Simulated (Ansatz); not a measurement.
Consider WC (space group P-6m2, No. 187; a = 2.9127 Å, c = 2.8354 Å; relaxed with 0.1 eV smearing).

The values are results of Ansatz (a program for electronic structure), r2SCAN, PAW, cutoff 500 eV, scalar-relativistic without spin-orbit coupling, not measurements.

Before the change:

```
Quantity   Result
--------  -------
Pressure  0.0 GPa
```

Now apply this change: the cell is scaled by 0.9950 in all directions; the atoms relax in the strained cell.

What happens to the energy relative to the base?

The energy goes up by 3.0 meV/atom.

How does this affect the pressure?

The pressure (mean of the normal stresses, compression positive) goes from zero to 6.3 GPa.

No phonon test of stability was made. The final runs are not spin-polarised.
